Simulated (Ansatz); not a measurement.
The parent structure is Ba in the bcc (W type) structure (space group Im-3m, No. 229; a = 5.0687 Å).

Calculations: r2SCAN/PAW in Ansatz (a quantum-chemistry and plane-wave program), no spin-orbit coupling.

One change was made to it. Results:

| quantity | base | after |
|---|---|---|
| density | 3.50 g/cm³ | 1.54 g/cm³ |
| shortest interatomic distance | 8.295 bohr | 7.242 bohr |

Question: Name the change that was made.
(A) Ba → Ca
(B) Ba → La
(C) Ba → Sr
(D) Ba → Mg

Answer: A, Ba → Ca. For comparison, the density in the other runs: Ba → La gives 6.03 g/cm³; Ba → Mg gives 1.79 g/cm³; Ba → Sr gives 2.61 g/cm³.

Whether these cells are dynamically stable was not tested. For La and Mg in this form, whether it has been made was not checked. All final runs are without spin polarisation. This is not the structure that Ca has at room temperature and ambient pressure. This is not the structure that La has at room temperature and ambient pressure. This is not the structure that Mg has at room temperature and ambient pressure. This is not the structure that Sr has at room temperature and ambient pressure.
